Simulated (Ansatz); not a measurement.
Worked example: self-consistent single point of NiPt (R3m, 2 atoms in the cell) in Ansatz (an electronic-structure program).

Computed with LDA (PW92), default PAW files made with PBE (plane waves; Ansatz).

```xyz
2
Lattice="1.3468 0.7776 4.2085 -1.3468 0.7776 4.2085 0.0000 -1.5552 4.2085" Properties=species:S:1:pos:R:3 pbc="T T T"
Ni     0.0000     0.0000     0.0500
Pt     0.0000     0.0000     6.3127
```
Moments meant for the start (each program seeds them in its own way; μB, in the order of the atoms Ni Pt): 2.0 0.0.

Reference input (self-consistent single point, DFT, LDA (PW92), plane waves, default PAW files made with PBE): basis.ecutwfc = 30.9 Ry; kpoints.mp_grid.grid = 14 14 14; hamiltonian.xc = lda; hamiltonian.pseudopotentials = {kind: paw} (the program's default PAW files); magnetization.spin_polarized = true; scf.occupations.method = fermi_dirac; scf.occupations.width = 0.0073 Ry. This run's input differs from it in these lines:

Ansatz 0.2 input:
```diff
@@ -12,3 +12,3 @@
 kpoints:
-  mp_grid: { grid: [14, 14, 14] }
+  mp_grid: { grid: [23, 23, 23] }
 hamiltonian:
@@ -19,3 +19,3 @@
 scf:
-  occupations: { method: fermi_dirac, width: 0.0073 Ry }
+  occupations: { method: methfessel_paxton, width: 0.0007 Ry }
 output:
```

The program printed (abridged):

```
SCF iter   1: F=—  HF=-18017.937087 eV  |F-HF|=—  |Δ(HF+E_count)|=         —  Δρ=1.57e-1 (↑1.17e-1 ↓1.57e-1)  dr2=7.09e0  dr2_m=3.62e0  M=0.694 μB ∫|m|=0.727 μB  β_m=0.30  ethr=3.10e-3  ⟨swp⟩=5.0  Hψ=207075  notcnv=0
Mixer restart at iter 1: flushing history
all-band conjugate gradients solve this SCF's bands
preconditioner: auto → Kerker (q_TF=auto, 2.872 Å⁻¹)
spin=Collinear: Kerker preconditioning applied to the charge; magnetization (m = ρ↑ − ρ↓) channel mixes plain (no charge-response kernel on spin).
   [... lines left out ...]
SCF iter  12: F=—  HF=-18018.372061 eV  |F-HF|=—  |Δ(HF+E_count)|=   4.90e-8  S|Δr|=    0.00e0  Δρ=2.23e-5 (↑3.37e-6 ↓2.23e-5)  dr2=5.25e-8  dr2_m=3.10e-8  M=0.995 μB ∫|m|=1.065 μB  β_m=0.80  ethr=2.78e-10  ⟨swp⟩=6.6  Hψ=219406  notcnv=0
SCF iter  13: F=-18018.372061 eV  HF=-18018.372061 eV  |F-HF|=4.74e-9  |Δ(HF+E_count)|=   7.29e-9  S|Δr|=    0.00e0  Δρ=2.66e-6 (↑1.47e-6 ↓2.66e-6)  dr2=5.61e-9  dr2_m=1.37e-10  M=0.995 μB ∫|m|=1.065 μB  ethr=1.46e-10  ⟨swp⟩=3.2  Hψ=146954  notcnv=0
SCF 1 converged in 13 iterations: F = -18018.372061 eV  dr2 = 5.61e-9
the search or the solves at the SCF's close seem to have found levels that the self-consistency loop had missed (the run counts 2) …
Stability not checked (fill_not_monotonic)
Magnetization: 0.9949 μB (18.4975 up, 17.5025 down)
Absolute magnetization: 1.0650 μB (∫|ρ↑−ρ↓|, with the PAW one-centre terms)
Spin contamination: 0.0122 ħ² per cell (⟨S²⟩ above its minimum at these occupations)
   [... lines left out ...]
Free energy (F): -18018.372061 eV
Fermi energy:    20.411729 eV
   [... lines left out ...]
  atom   2  Pt     0.00000000    -0.00000004     0.48435230
--- Stress (GPa, compression-positive) ---
       -9.762388       0.000000       0.000000
        0.000000      -9.762388       0.000000
       -0.000000       0.000000      -9.806828
  P = ⅓ Tr σ = -9.7772 GPa (-97.772 kbar)
  The stress holds the Pulay correction. Without it, at fixed plane waves, as pw.x and ABINIT print it: P = -9.8431 GPa
```

The run converged in 13 iterations. Against the reference run the free energy rises by 29.3 meV/atom, the pressure hardly changes (-9.69 to -9.78 GPa), the largest force hardly changes (0.489 to 0.484 eV/Å) and the size of the net moment goes from 0.44 to 0.50 μB/atom.

The starting cell comes from a database of computed structures (which also holds hypothetical and non-ambient phases and stackings), without a prior relaxation at this level. Its lattice was rescaled by up to half a per cent. One atom was moved a little off its site on purpose. With one magnetic atom in the cell only a parallel order is possible. With a pressure of about -10 GPa the cell is away from its equilibrium volume at this level. Ansatz's pressure includes its estimate of the finite-basis (Pulay) stress.

Cost on one core of a shared machine: roughly 4 min.
